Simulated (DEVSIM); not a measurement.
## Si p-n junction from an implanted or diffused profile

Structure: Si p-n junction from an implanted or diffused profile, at 400 K.

```csv
layer (left to right),material,thickness (μm),Nd (cm⁻³),τn (s),τp (s)
1,Si,3.60,5.1e14,0.00011,0.00011
```

Added acceptor profile: 5.2e18 cm⁻³ × exp(−(x − 0.074 μm)²/(2·(0.26 μm)²)). Left contact: ohmic. Right contact: ohmic. Voltage is applied to the left contact. Recombination: SRH at mid-gap, radiative, Auger. Gap narrowing is on: ΔEg = 6.92 meV × (l + √(l² + 0.5)), l = ln(N/1.3e17 cm⁻³), shared equally by both band edges. Mobility is μmin + (μ − μmin)/(1 + (N/Nref)^α).

The device is made up for the run: typed textbook-type constants, with dimensions and the other settings drawn at random. Values at 300 K; Nc and Nv go as T^1.5, mobilities as T to minus their exponent, the gap by Varshni's rule with the affinity fixed.

```tsv
parameter	Si
gap (eV)	1.124
affinity (eV)	4.05
permittivity	11.7
Nc (cm⁻³)	2.86e19
Nv (cm⁻³)	3.1e19
μn (cm²/Vs)	1417
μp (cm²/Vs)	470
μn,min	52
μp,min	45
Nref,n	9.7e16
Nref,p	2.2e17
αn	0.68
αp	0.72
T exponent of μn	2.3
T exponent of μp	2.2
B (cm³/s)	4.7e-15
Cn (cm⁶/s)	2.8e-31
Cp (cm⁶/s)	9.9e-32
Varshni α (eV/K)	0.000473
Varshni β (K)	636
```

DEVSIM, 1D drift-diffusion, Boltzmann statistics, complete ionisation; no tunnelling, impact ionisation, image-force lowering or self-heating.

The potential step across the device at zero bias is 0.601 V and the dark forward voltage at 1 A/cm² comes out as 0.275 V. The dark forward voltage at 100 A/cm² is 0.519 V.

Dark forward current:

(V (V), J (A/cm²)): (0.05, 0.0017); (0.10, 0.0085); (0.15, 0.036); (0.20, 0.14); (0.25, 0.54); (0.30, 1.8); (0.35, 5.5); (0.40, 14); (0.45, 34); (0.50, 75); (0.55, 160); (0.60, 320); (0.65, 630); (0.70, 1100); (0.75, 1800); (0.80, 2600)
